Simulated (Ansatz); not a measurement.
An Ansatz (an electronic-structure program) run: Cs2AgBiBr6 with a change (uniaxial strain ε_yy = −0.57 %); Kohn–Sham DFT with the r2SCAN functional, run in Ansatz with PAW and 500 eV plane waves, no spin-orbit coupling, earlier PAW set.

Input:

Ansatz 0.2 input:
```yaml
crystal:
  lattice:
    - [0, 5.639625535, 5.6719556824]
    - [5.6719556824, 0, 5.6719556824]
    - [5.6719556824, 5.639625535, 0]
  atoms:
    - { symbol: Cs, position: [0.25, 0.25, 0.25] }
    - { symbol: Cs, position: [0.75, 0.75, 0.75] }
    - { symbol: Ag, position: [0.5, 0.5, 0.5] }
    - { symbol: Bi, position: [0, 0, 0] }
    - { symbol: Br, position: [0.7481106679, 0.2518893321, 0.2518893321] }
    - { symbol: Br, position: [0.2518893321, 0.7481106679, 0.7481106679] }
    - { symbol: Br, position: [0.2518893321, 0.7481106679, 0.2518893321] }
    - { symbol: Br, position: [0.7481106679, 0.2518893321, 0.7481106679] }
    - { symbol: Br, position: [0.2518893321, 0.2518893321, 0.7481106679] }
    - { symbol: Br, position: [0.7481106679, 0.7481106679, 0.2518893321] }
basis: { ecutwfc: 500, ecutrho_ratio: 4, xc_grid: 4, fft_grid_basis: typed }
kpoints: { mp_grid: { grid: [5, 5, 5] } }
hamiltonian:
  xc: r2scan
  dispersion: none
  pseudopotentials: { azcp: { folder: ./paw }, kind: paw }
scf: { occupations: { method: fermi_dirac, width: 0.05 }, convergence: { dr2_threshold: 0.000000001 } }
relax: { f_tol: 0.005, max_steps: 50 }
output: { forces: true, stress: true }
checkpoint: { write: state.ck, write_every: 1000 }
```

Output (explanatory and most iteration lines left out):

```
Relaxation: its limit of steps is 50 (relax.max_steps)
Pseudopotential: Cs, paw, valence charge 9
Pseudopotential: Ag, paw, valence charge 19
Pseudopotential: Bi, paw, valence charge 15
Pseudopotential: Br, paw, valence charge 7
Crystal: 10 atoms, lattice volume = 362.866 Å³
Basis set: ecut = 500 eV, 9257 PW (Γ), exchange–correlation on 240×240×240 points (64 copies of the dense FFT grid, shifted against one another)
Bands: 57, of which v1, the nominal top of the filled ones, is band 47 counted from 1 (46 counted from 0)
Symmetry: 16 space group operations
Space group: I4/mmm (ITA 139), of the structure as read, at distance tolerance 7.1e-5 Å
k-points: 18 of 125
Functional: x = r2scan, c = r2scan; τ floored in thin density (d = 2e-4 eV/Å³)
SCF iter   1: F=—  HF=-48161.763829 eV  |F-HF|=—  |Δ(HF+E_count)|=         —  Δρ=2.84e-2  dr2=5.49e0  dr2_τ=4.03e-2  ethr=3.10e-3  ⟨swp⟩=9.5  Hψ=4657  notcnv=0  defer=4
SCF iter   2: F=—  HF=-48160.262303 eV  |F-HF|=—  |Δ(HF+E_count)|=    1.50e0  Δρ=1.18e-2  dr2=1.20e0  dr2_τ=5.91e-2  ethr=3.10e-3  ⟨swp⟩=3.0  Hψ=2244  notcnv=0  defer=66
SCF 1 converged in 10 iterations: F = -48159.759843 eV  dr2 = 4.42e-10
relax step   1: F+E_penalty+E_count = -48159.75984282 eV  Δ(F+E_penalty+E_count) = +0.000e0 eV  max|allowed force component| = 5.633e-2 eV/Å  Δτ_max = 0.0000 Å  (10 SCF iters, accepted)
Crystal: 10 atoms, lattice volume = 362.866 Å³
SCF iter   1: F=—  HF=-48159.759894 eV  |F-HF|=—  |Δ(HF+E_count)|=         —  Δρ=1.23e-4  dr2=4.21e-5  dr2_τ=6.49e-4  ethr=4.08e-8  ⟨swp⟩=3.0  Hψ=3349  notcnv=0  defer=80
SCF iter   2: F=—  HF=-48159.760081 eV  |F-HF|=—  |Δ(HF+E_count)|=   1.88e-4  Δρ=5.87e-5  dr2=8.62e-6  dr2_τ=5.71e-7  ethr=4.08e-8  ⟨swp⟩=2.0  Hψ=1755  notcnv=0  defer=80
SCF 2 converged in 6 iterations: F = -48159.760328 eV  dr2 = 5.36e-10
relax step   2: F+E_penalty+E_count = -48159.76032816 eV  Δ(F+E_penalty+E_count) = -4.853e-4 eV  max|allowed force component| = 9.613e-3 eV/Å  Δτ_max = 0.0076 Å  (6 SCF iters, accepted)
Crystal: 10 atoms, lattice volume = 362.866 Å³
SCF iter   1: F=—  HF=-48159.760085 eV  |F-HF|=—  |Δ(HF+E_count)|=         —  Δρ=4.33e-5  dr2=4.70e-6  dr2_τ=8.58e-5  ethr=5.93e-8  ⟨swp⟩=2.8  Hψ=2127  notcnv=0  defer=80
SCF iter   2: F=—  HF=-48159.760366 eV  |F-HF|=—  |Δ(HF+E_count)|=   2.81e-4  Δρ=2.14e-5  dr2=1.21e-6  dr2_τ=6.80e-8  ethr=5.00e-9  ⟨swp⟩=2.0  Hψ=1836  notcnv=0  defer=80
SCF 3 converged in 6 iterations: F = -48159.760366 eV  dr2 = 8.20e-11
relax step   3: F+E_penalty+E_count = -48159.76036603 eV  Δ(F+E_penalty+E_count) = -3.788e-5 eV  max|allowed force component| = 1.008e-3 eV/Å  Δτ_max = 0.0016 Å  (6 SCF iters, accepted)
Crystal: 10 atoms, lattice volume = 362.866 Å³
SCF iter   1: F=—  HF=-48159.760366 eV  |F-HF|=—  |Δ(HF+E_count)|=         —  Δρ=1.44e-7  dr2=8.19e-11  dr2_τ=4.20e-12  ethr=1.00e-12  ⟨swp⟩=2.9  Hψ=4136  notcnv=0  defer=75
SCF iter   2: F=-48159.760366 eV  HF=-48159.760366 eV  |F-HF|=2.91e-11  |Δ(HF+E_count)|=  7.28e-12  Δρ=8.55e-8  dr2=3.48e-11  dr2_τ=8.53e-13  ethr=1.00e-12  ⟨swp⟩=3.0  Hψ=2772  notcnv=0
SCF 4 converged in 2 iterations: F = -48159.760366 eV  dr2 = 3.48e-11
SCF converged after 2 iterations
Free energy (F): -48159.760366 eV
Internal energy: -48159.760366 eV  (E = F + TS)
E sigma→0 (E₀):  -48159.760366 eV
Fermi energy:    4.701741 eV
--- Forces (eV/Å), atoms counted from 1 ---
  atom   1  Cs     0.00000000     0.00000000     0.00000000
  atom   2  Cs     0.00000000    -0.00000000    -0.00000000
  atom   3  Ag     0.00000000    -0.00000000    -0.00000000
  atom   4  Bi     0.00000000     0.00000000     0.00000000
  atom   5  Br     0.00100936     0.00000000     0.00000000
  atom   6  Br    -0.00100936    -0.00000000    -0.00000000
  atom   7  Br     0.00000000     0.00024048     0.00000000
  atom   8  Br     0.00000000    -0.00024048    -0.00000000
  atom   9  Br     0.00000000     0.00000000     0.00100936
  atom  10  Br     0.00000000    -0.00000000    -0.00100936
--- Stress (GPa, compression-positive) ---
        0.101299      -0.000000      -0.000000
       -0.000000       0.251247      -0.000000
       -0.000000      -0.000000       0.101299
  P = ⅓ Tr σ = 0.1513 GPa (1.513 kbar)
--- Relaxed structure (3 steps of the walk, 3 accepted, 0 SCFs on fresh bases) ---
  atoms:
    - { symbol: Cs, position: [0.24999999999999997, 0.25, 0.25] }
    - { symbol: Cs, position: [0.75, 0.75, 0.75] }
    - { symbol: Ag, position: [0.49999999999999994, 0.5, 0.5] }
    - { symbol: Bi, position: [5.778373847017568e-21, -9.601401505184106e-21, 9.601401505184124e-21] }
    - { symbol: Br, position: [0.7482997380922317, 0.2517002619077683, 0.2517002619077682] }
    - { symbol: Br, position: [0.25170026190776823, 0.7482997380922318, 0.7482997380922316] }
    - { symbol: Br, position: [0.25269360459223, 0.74730639540777, 0.25269360459223] }
    - { symbol: Br, position: [0.7473063954077699, 0.2526936045922301, 0.7473063954077699] }
    - { symbol: Br, position: [0.2517002619077682, 0.2517002619077683, 0.7482997380922318] }
    - { symbol: Br, position: [0.7482997380922316, 0.7482997380922318, 0.2517002619077683] }
```

With Bi present, leaving out spin-orbit coupling can change the band edges. Stability against distortions was not tested. The cell was made from Cs$_{2}$AgBiBr$_{6}$ (space group Fm-3m, No. 225) by this change: uniaxial strain ε_yy = −0.57 %.
